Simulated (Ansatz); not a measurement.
Band structure of CuZn (Pm-3m, 2 atoms in the cell).

```xyz
2
Lattice="2.9928 0.0000 0.0000 0.0000 2.9928 0.0000 0.0000 0.0000 2.9928" Properties=species:S:1:pos:R:3 pbc="T T T"
Zn     1.4964     1.4964     1.4964
Cu     0.0000     0.0000     0.0000
```

Level of theory: PBE, PAW files (plane waves; Ansatz, a first-principles code).

Settings: kpoints.mp_grid.grid = 7 7 7; hamiltonian.xc = pbe; hamiltonian.pseudopotentials = {kind: paw} (the program's default PAW files); scf.occupations.method = gaussian; scf.occupations.width = 0.02 Ry; kpoints.band_path.npoints = 8.

The starting cell has typed, rounded lattice constants, without a prior relaxation at this level. Its lattice was rescaled by a random factor within 2.5 % of one. Spin polarisation is off.

Levels in eV from the Fermi level, bands 12 to 19:
```json
[
 {"point": "Γ", "12": "-3.54", "13": "-2.74", "14": "-2.74", "15": "-2.74", "16": "5.89", "17": "5.89", "18": "5.89", "19": "10.81"},
 {"point": "X", "12": "-3.63", "13": "-3.25", "14": "-3.25", "15": "-2.80", "16": "-2.06", "17": "11.15", "18": "11.15", "19": "11.76"},
 {"point": "M", "12": "-2.89", "13": "-2.89", "14": "-2.51", "15": "-1.89", "16": "-1.89", "17": "1.45", "18": "1.78", "19": "13.28"},
 {"point": "R", "12": "-4.20", "13": "-2.49", "14": "-2.49", "15": "3.37", "16": "4.08", "17": "4.08", "18": "4.08", "19": "4.25"}
]
```

Bands cross the Fermi level along this path, so the cell is metallic at this level.

Keys are those of Ansatz 0.2.
